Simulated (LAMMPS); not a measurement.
LAMMPS 22 Jul 2025, classical MD, EAM (Finnis-Sinclair form) (Al_mm.eam.fs): Al, 2048 atoms.

```text
units metal
atom_style atomic
read_data unit.data
replicate 8 8 8
pair_style eam/fs
pair_coeff * * Al_mm.eam.fs Al
velocity all create 1200 4928 dist gaussian loop geom
fix 1 all nve
fix 2 all langevin 600 600 0.08 9876 zero yes
timestep 0.002
thermo 100
run 300
reset_timestep 0
write_restart start.rst
```

```text
read_restart start.rst
pair_style eam/fs
pair_coeff * * Al_mm.eam.fs Al
neighbor 2.0 bin
neigh_modify every 1 delay 0 check yes
fix 1 all nve
timestep 0.002
thermo_style custom step temp pe etotal press
thermo_modify format float %.10g
thermo 100
group probe id 1:48
dump probe probe custom 1000000 forces.txt id fx fy fz
dump_modify probe sort id format float %.8g
run 10000
```

```bash
# ahead of the timed run: OMP_NUM_THREADS=1 mpirun -np 48 lmp -in in.warm -log none -nocite
OMP_NUM_THREADS=1 mpirun -np 32 lmp -in in.lmp -log log.lammps -nocite
```

It runs on a single node (Arm Neoverse V2, 96 cores on 1 socket, no SMT, 1 L3 cache group).

On 32 ranks this takes 2.1 s. Wall times, medians of two to five repeats, each run alone on the node (launch to exit). Unless noted, each process is bound to its own block of adjacent cores. Build: PyPI wheel: MPICH, OPENMP and OPT packages. Other compilers and libraries give other times. Scratch files lie in a memory file system. A preparatory run goes ahead and isn't timed.

What should be changed to get the same answer (within 1.0 meV/atom in energy, 10 meV/Å in forces on 48 atoms, 0.20 meV an atom in drift of the total energy) sooner? Keep to 32 cores.

This is not unique; one that fits is going from skin = 2 Å to skin = 0.5 Å, one of the fastest among the values tried that keep the result.

```diff
-neighbor 2.0 bin
+neighbor 0.5 bin
```

Time: 2.1 s to 1.5 s (1.4× as fast). List entries an atom go from 76 to 41, Neigh from 0.021 to 0.1 s and Pair from 1.3 to 0.85 s. Neighbour list builds go from 163 to 1373. These two results differ by: energy equal as printed, forces on 48 atoms equal as printed, drift of the total energy equal as printed. Others tried: skin = 1 Å (1.6 s); skin = 0.2 Å (1.7 s); skin = 1.5 Å (1.8 s); skin = 3 Å (2.1 s); skin = 4 Å (2.3 s).
